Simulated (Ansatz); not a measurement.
Fluorite AuAl2 was calculated with HSE06-D3(BJ) (plane waves, PAW; Ansatz, an electronic-structure program).

The run printed, among other lines:

```
WARN output.stress: scf.exx.energy_threshold = 1e-6 eV is looser than the 3e-8 eV advised for a stress under a hybrid functional (1e-8 eV for each atom of the …
Crystal: 3 atoms, lattice volume = 52.228 Å³
Basis set: ecut = 460 eV, 1211 PW (Γ), exchange–correlation on 60×60×60 points (8 copies of the dense FFT grid, shifted against one another)
Bands: 17, of which v1, the nominal top of the filled ones, is band 13 counted from 1 (12 counted from 0)
Symmetry: 48 space group operations
Space group: Fm-3m (ITA 225), of the structure as read, at distance tolerance 3.7e-5 Å
k-points: 29 of 512
SCF iter   1: F=—  HF=-14227.186327 eV  |F-HF|=—  |Δ(HF+E_count)|=         —  Δρ=2.71e-3  dr2=4.31e-3
SCF iter   2: F=—  HF=-14227.186174 eV  |F-HF|=—  |Δ(HF+E_count)|=   1.52e-4  Δρ=1.11e-3  dr2=7.60e-4
  ...
SCF 1 converged in 8 iterations: F = -14227.186556 eV  dr2 = 1.12e-10
Crystal: 3 atoms, lattice volume = 52.228 Å³
Initial density: handed on by an earlier stage of this run
Crystal: 3 atoms, lattice volume = 52.228 Å³
SCF iter   4: F=—  HF=-14230.933391 eV  |F-HF|=—  |Δ(HF+E_count)|=   1.38e-8  Δρ=1.18e-6  dr2=7.84e-10
SCF iter   5: F=-14230.933392 eV  HF=-14230.933392 eV  |F-HF|=8.19e-11  |Δ(HF+E_count)|=   6.29e-9  Δρ=7.14e-7  dr2=1.75e-10
SCF 3 converged in 5 iterations: F = -14230.933392 eV  dr2 = 1.75e-10
Free energy (F): -14230.933392 eV
Internal energy: -14230.927947 eV  (E = F + TS)
E sigma→0 (E₀):  -14230.930669 eV
Fermi energy:    11.635819 eV
--- Forces (eV/Å), atoms counted from 1 ---
  atom   1  Al     0.00000000     0.00000000    -0.00000000
  atom   2  Al     0.00000000    -0.00000000     0.00000000
  atom   3  Au    -0.00000000    -0.00000000    -0.00000000
--- Stress (GPa, compression-positive) ---
       -0.005632      -0.000000       0.000000
       -0.000000      -0.005632      -0.000000
        0.000000       0.000000      -0.005632
  P = ⅓ Tr σ = -0.0056 GPa (-0.056 kbar)
```

### Question
Write an input file that could have produced this run (the log leaves some choices open).

### Answer
Several could match; the one computed here: 
Ansatz 0.2 input:
```yaml
crystal:
  lattice:
    - [0.0, 2.9668191459, 2.9668191459]
    - [2.9668191459, 0.0, 2.9668191459]
    - [2.9668191459, 2.9668191459, 0.0]
  atoms:
    - { symbol: Al, position: [0.25, 0.25, 0.25] }
    - { symbol: Al, position: [0.75, 0.75, 0.75] }
    - { symbol: Au, position: [0.0, 0.0, 0.0] }
basis:
  ecutwfc: 460
  ecutrho_ratio: 4
  xc_grid: 2
kpoints:
  mp_grid: { grid: [8, 8, 8] }
hamiltonian:
  xc: hse06
  dispersion: d3bj
  pseudopotentials: { kind: paw }
scf:
  occupations: { method: fermi_dirac, width: 0.05 }
  convergence: { dr2_threshold: 0.0000000003 }
output:
  forces: true
  stress: true
  eigenvalues: true
```

The PAW data were made under PBE.

Note: the run warned that the count of filled bands differs between k points.

The result took roughly 90 core-seconds.
